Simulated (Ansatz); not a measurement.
Results of LDA (PAW; Ansatz, a quantum-chemistry and plane-wave program) for ZnCu2GeS4 (I-42m, No. 121, 8 atoms in the cell; start mp-6408).

Run with plane-wave cutoff 500 eV, 10×10×10 k mesh, Fermi–Dirac smearing 0.05 eV, no spin polarisation, scalar-relativistic PAW data made under PBE.

Cell (relaxed at this level):

```xyz
8
Lattice="-2.6007 2.6007 5.2083 2.6007 -2.6007 5.2083 2.6007 2.6007 -5.2083" Properties=species:S:1:pos:R:3 pbc="T T T"
Zn     0.0000     0.0000     0.0000
Cu     2.6007     0.0000     2.6042
Cu     0.0000     2.6007     2.6042
Ge     0.0000     0.0000     5.2083
S      1.2737     1.2737     6.5541
S      1.2737    -1.2737     3.8625
S      1.3270     1.3270     1.3458
S     -1.2737     1.2737     3.8625
```

Q: What does this level give for the band gap?

A: 
- band gap = 0.46 eV (on the SCF k mesh)

Note: the relaxation could not lower the start's symmetry, so the cell can be a saddle point above a distorted one.

Spin–orbit coupling is not included.

The computed numbers hold no vibrational or temperature effects.

It cost around 9 core-minutes (rough) of CPU time.

A start named mp-… is a Materials Project structure, which need not be a measured phase.
